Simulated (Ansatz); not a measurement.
Worked example: self-consistent single point of a (100) slab of SnO2 (cut from a parent of space group no. 58; 12 atoms in the cell) in Ansatz (a program for electronic structure).

Level of theory: LDA (PW92), default PAW files made with PBE (plane waves; Ansatz).

```
CELL_PARAMETERS angstrom
      4.88118     0.00000     0.00000
      0.00000     3.25062     0.00000
      0.00000     0.00000    23.20280
ATOMIC_POSITIONS crystal
  Sn 0.50000 0.50000 0.34477
  Sn 0.00000 0.00000 0.44826
  O  0.32104 0.00000 0.30169
  O  0.67896 0.00000 0.38785
  O  0.17896 0.50000 0.40518
  O  0.82104 0.50000 0.49134
  Sn 0.50000 0.50000 0.55174
  Sn 0.00000 0.00000 0.65523
  O  0.32104 0.00000 0.50866
  O  0.67896 0.00000 0.59483
  O  0.17896 0.50000 0.61215
  O  0.82104 0.50000 0.69831
```

Reference input (self-consistent single point, DFT, LDA (PW92), plane waves, default PAW files made with PBE): basis.ecutwfc = 420 eV; kpoints.mp_grid.grid = 3 5 1; hamiltonian.xc = lda; hamiltonian.pseudopotentials = {kind: paw} (the program's default PAW files); scf.occupations.method = fermi_dirac; scf.occupations.width = 0.05 eV. This run's input differs from it in these lines:

Ansatz 0.2 input:
```diff
@@ -20,3 +20,3 @@
 basis:
-  ecutwfc: 420.0
+  ecutwfc: 210.0
 kpoints:
```

Log, with long lists cut:

```
SCF iter   1: F=—  HF=-27908.244811 eV  |F-HF|=—  |Δ(HF+E_count)|=         —  Δρ=8.75e-2  dr2=1.39e1  ethr=1.77e-3  ⟨swp⟩=8.8  Hψ=1865  notcnv=0  defer=5
all-band conjugate gradients solve this SCF's bands
preconditioner: auto → Resta (q_TF=auto, 2.210 Å⁻¹)
SCF iter   2: F=—  HF=-27903.305724 eV  |F-HF|=—  |Δ(HF+E_count)|=    4.94e0  Δρ=2.61e-2  dr2=1.72e0  ethr=1.77e-3  ⟨swp⟩=3.7  Hψ=957  notcnv=0  defer=38
   [... lines left out ...]
SCF iter   7: F=—  HF=-27902.815234 eV  |F-HF|=—  |Δ(HF+E_count)|=   6.69e-4  Δρ=1.57e-4  dr2=3.19e-5  ethr=3.55e-6  ⟨swp⟩=2.0  Hψ=514  notcnv=0  defer=38
SCF iter   8: F=—  HF=-27902.815217 eV  |F-HF|=—  |Δ(HF+E_count)|=   1.63e-5  Δρ=4.62e-5  dr2=4.53e-6  ethr=3.07e-8  ⟨swp⟩=2.8  Hψ=751  notcnv=0  defer=38
SCF iter   9: F=—  HF=-27902.815217 eV  |F-HF|=—  |Δ(HF+E_count)|=   6.08e-7  Δρ=1.31e-5  dr2=7.43e-7  ethr=4.36e-9  ⟨swp⟩=2.0  Hψ=500  notcnv=0  defer=38
SCF iter  10: F=-27902.815216 eV  HF=-27902.815217 eV  |F-HF|=6.65e-8  |Δ(HF+E_count)|=   1.36e-7  Δρ=4.36e-6  dr2=8.16e-8  ethr=9.62e-11  ⟨swp⟩=15.7  Hψ=2377  notcnv=0
SCF 1 converged in 10 iterations: F = -27902.815216 eV  dr2 = 8.16e-8
Free energy (F): -27902.815216 eV
Internal energy: -27902.815161 eV  (E = F + TS)
E sigma→0 (E₀):  -27902.815189 eV
Entropy (-TS):   -0.000055 eV (-0.005 meV/atom)
Fermi energy:    -0.778149 eV
--- Forces (eV/Å), atoms counted from 1 ---
  atom   1  Sn    -1.96757342     0.00000000    -0.48113076
  atom   2  Sn     0.26106698    -0.00000000     0.08964904
  atom   3  O      0.79499642    -0.00000000     0.02447037
  atom   4  O      0.99919355    -0.00000000     0.49719909
  atom   5  O      0.23894964    -0.00000000    -0.21415978
  atom   6  O     -0.32649737     0.00000000     0.40698727
  atom   7  Sn     0.26106698    -0.00000000    -0.08964904
  atom   8  Sn    -1.96757342     0.00000000     0.48113076
   [... lines left out ...]
  atom  12  O      0.79499642    -0.00000000    -0.02447037
--- Stress (GPa, compression-positive) ---
        0.053037       0.000000       0.000000
        0.000000      -3.452816       0.000000
        0.000000       0.000000       0.293202
  P = ⅓ Tr σ = -1.0355 GPa (-10.355 kbar)
  The stress holds the Pulay correction. Without it, at fixed plane waves, as pw.x and ABINIT print it: P = -97.9867 GPa
```

The run converged in 10 iterations. Against the reference run the free energy rises by 4.49 eV/atom, the largest force goes from 2.556 to 2.026 eV/Å and the gap on the mesh goes from 1.031 to 0.887 eV.

The starting cell comes from a database of computed structures (which also holds hypothetical and non-ambient phases and stackings), without a prior relaxation at this level. The slab is cut from that crystal, and its faces are unrelaxed. Its lattice was rescaled by up to half a per cent. Spin polarisation is off, though cut faces can carry moments; a gap of a slab can lie between surface states. Forces in this geometry exceed 1 eV/Å. The cutoff lies below the one recommended for these files.
